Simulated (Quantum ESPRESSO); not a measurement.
**Equation of state of Mg3Sb2 (space group 164): energy against volume (Quantum ESPRESSO, PBE)**

```
Mg3Sb2
1.0
    4.47892     0.00000     0.00000
   -2.23946     3.87886     0.00000
    0.00000     0.00000     7.10144
Mg Sb
3 2
Direct
  0.00000   0.00000   0.00000
  0.33333   0.66667   0.63400
  0.66667   0.33333   0.36600
  0.33333   0.66667   0.22800
  0.66667   0.33333   0.77200
```

Level of theory: PBE, GBRV 1.5 ultrasoft (PBE) pseudopotentials (plane waves; Quantum ESPRESSO). Settings: ecutwfc = 52 Ry; ecutrho = 260 Ry; occupations = smearing; smearing = fermi-dirac; degauss = 0.000734986 Ry; potentials = {Mg: mg_pbe_v1.4.uspp.F.UPF, Sb: sb_pbe_v1.4.uspp.F.UPF}; K_POINTS = automatic 8 8 5 0 0 0; conv_thr = 1e-10 Ry. The cell above is the first row's. The rows scale it uniformly. In all rows fractional positions and the k mesh are held. E is the free energy at the stated smearing, counted from the lowest row.

```
V (Å^3/atom)  E (meV/atom)
------------  ------------
24.675               22.83
25.211               11.61
25.748                4.31
26.284                0.56
26.820                0.00
27.357                2.31
27.893                7.19
28.430               14.41
28.966                   ?
```

Taking the third-order Birch-Murnaghan form, a cubic in V^(-2/3) for E over the 8 complete rows: With u = V^(-2/3) - 0.112, the rows have u = 0.005985, 0.004307, 0.002684, 0.001120, -0.000392, -0.001858, -0.003273, -0.004647. Least squares gives E = -0.141 - 104.3·u + 654628·u² + 688575·u³. Residuals (row less fit): -0.001, 0.002, 0.002, -0.004, 0.000, 0.002, 0.001, -0.001; standard error 0.003 (degrees of freedom: 4). Its minimum lies at u = 0.000080, so V0 = (0.112080)^(-3/2) = 26.65. There d²E/du² = 1310000 and d³E/du³ = 4131000, so B0 = (4/9) × 26.65^(-7/3) × 1310000 × 0.160218 = 44.0 GPa (the last factor turns the table's units into GPa), and B0' = 4 + (2/3) × 0.112080 × (4131000)/1310000 = 4.2. The program's pressures in the fitted runs (not shown) pass through zero at V = 26.62, 0.11 % from this V0.

Question: Estimate the missing E (V = 28.966); what did the run itself give?

Answer: u = -0.005975, so E = -0.141 - 104.3 × (-0.005975) + 654628 × (-0.005975)² + 688575 × (-0.005975)³ = 23.706 meV/atom. The calculation gives 23.74 meV/atom, 0.034 meV/atom above the prediction (0.1 % of the range of E in the table). The row lies outside the fitted rows, so this is an extrapolation. From the scatter of the fitted rows alone, a prediction at this place has a standard error of 0.007 meV/atom, so the miss is 5.0 times that.

Carrying the step between the two nearest rows on in a straight line would have given 21.62, off by 2.12; series whose last step already gives the withheld value aren't shown. The scan was laid around a cell of about the measured size, scaled by a guess for this functional; axis ratios and inner coordinates come from that cell. The runs keep the symmetry of the cell, so they don't test it for distortions. Spin-orbit coupling is off. The shape of the cell and the inner coordinates aren't relaxed, so V0 and B0 belong to this uniform scaling; a relaxed crystal lies no higher in energy and is usually softer (forces reach 0.28 eV/Å in these rows). Cutoffs and mesh are single choices, not tested for convergence of this quantity. Series with a scatter that would blur these digits, or in which a gap closes, are not shown. Nor are scans whose minimum lies at an end fitted in this form.

Terms beyond the fitted order, or numerical noise in single rows, can give a miss of this size; the table doesn't tell which.
